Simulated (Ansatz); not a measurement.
Start from SnSe (space group Pnma, No. 62; a = 11.2301 Å, b = 4.1117 Å, c = 4.2372 Å).

Method: PBEsol-D3(BJ) (Ansatz, a quantum-chemistry and plane-wave program; PAW; 420 eV plane waves; scalar-relativistic without spin-orbit coupling).

For the base:

| Property | Value |
|---|---|
| Gap between the host's bands | 0.21 eV |
| Gap character | indirect, Γ–Z (83 % along) → Γ–Z (17 % along) |

Now apply this change: hole doping at 2.0×10^21 cm⁻³ (0.391 per cell), with a uniform compensating background at fixed cell and a 300 K Fermi–Dirac width.

Task: What does the calculation give for the Fermi level from band edge, gap between the host's bands, largest internal atomic displacement and gap character after the change?

Result: The Fermi level relative to the doped band's edge (positive inside the band; to 0.05 eV) amounts to +0.60 eV; the gap between the host's bands grows by 0.01 eV (0.21 eV → 0.22 eV); the largest internal atomic displacement comes out as 0.050 Å; the gap character changes from indirect, Γ–Z (83 % along) → Γ–Z (17 % along) to indirect, k = (0, 0, 0.364) in the run's primitive reciprocal basis → Γ–Z (33 % along).

Carriers are added with a uniform compensating background; total energy and stress of such cells depend on the potential's zero and are not compared; many-body gap narrowing is missing at this level. No phonon test of stability was made. The D3 term's C6 switches between coordination references near this geometry, which can add small steps to energies. The zero or small gap of SnSe can change with the level of theory.
